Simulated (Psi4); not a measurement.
Psi4 1.11, unrestricted PBE/def2-svpd: [CH2]OC=O, charge 0, multiplicity 2, 7 atoms. The geometry is a generated start, not checked to be a minimum at this level.

| Property | Value |
|---|---|
| task | energy |
| method | pbe |
| basis | def2-svpd |
| memory | 3 GB |
| maxiter | 100 |
| keys of the molecule block | symmetry c1 |
| scf_type | df (default) |
| e_convergence | 1e-06 (default) |
| d_convergence | 1e-06 (default) |
| dft_radial_points | 75 (default) |
| dft_spherical_points | 302 (default) |
| basis functions | 110 |
| grid points | 152604 |

```xyz
7

C     -1.1275    -0.2149    -0.2253
O      0.0802    -0.6955     0.0757
C      1.1210     0.1352     0.2323
O      1.0896     1.3301     0.1008
H     -1.2711     0.8465    -0.3355
H     -1.9007    -0.9449    -0.3433
H      2.0086    -0.4565     0.4952
```

Charge 0 and multiplicity 2 are set for this test and not shown to be the ground state.

With the defaults (diis = true, scf_initial_accelerator = adiis, damping_percentage = 0, guess = auto, which took SAD, soscf = false, soscf_start_convergence = 0.01, diis_max_vecs = 10) it converges in 10 SCF iterations. One run each on 2 threads, with these changes:
- guess = sadno
- diis = false, scf_initial_accelerator = none, damping_percentage = 60
- guess = modhuckel
- guess = core
- scf_initial_accelerator = none
- scf_initial_accelerator = ediis
- soscf = true, soscf_start_convergence = 0.1
- diis_max_vecs = 20
- guess = gwh

Task: Name the settings that don't reach the solution of the defaults.

Result: No convergence: diis = false, scf_initial_accelerator = none, damping_percentage = 60 (the run ends without SCF convergence in 100 iterations). The rest reach the solution of the defaults.

```json
[
 {"setting": "soscf = true, soscf_start_convergence = 0.1", "SCF iterations": "7", "JK calls": "28", "end": "same solution"},
 {"setting": "the defaults", "SCF iterations": "10", "JK calls": "11", "end": "same solution"},
 {"setting": "scf_initial_accelerator = ediis", "SCF iterations": "10", "JK calls": "11", "end": "same solution"},
 {"setting": "scf_initial_accelerator = none", "SCF iterations": "10", "JK calls": "11", "end": "same solution"},
 {"setting": "diis_max_vecs = 20", "SCF iterations": "10", "JK calls": "11", "end": "same solution"},
 {"setting": "guess = sadno", "SCF iterations": "12", "JK calls": "12", "end": "same solution"},
 {"setting": "guess = modhuckel", "SCF iterations": "12", "JK calls": "29", "end": "same solution"},
 {"setting": "guess = gwh", "SCF iterations": "13", "JK calls": "13", "end": "same solution"},
 {"setting": "guess = core", "SCF iterations": "15", "JK calls": "15", "end": "same solution"},
 {"setting": "diis = false, scf_initial_accelerator = none, damping_percentage = 60", "SCF iterations": "100", "JK calls": "101", "end": "no convergence"}
]
```

An SOSCF iteration holds several JK calls; a Hückel guess adds calls on atoms.
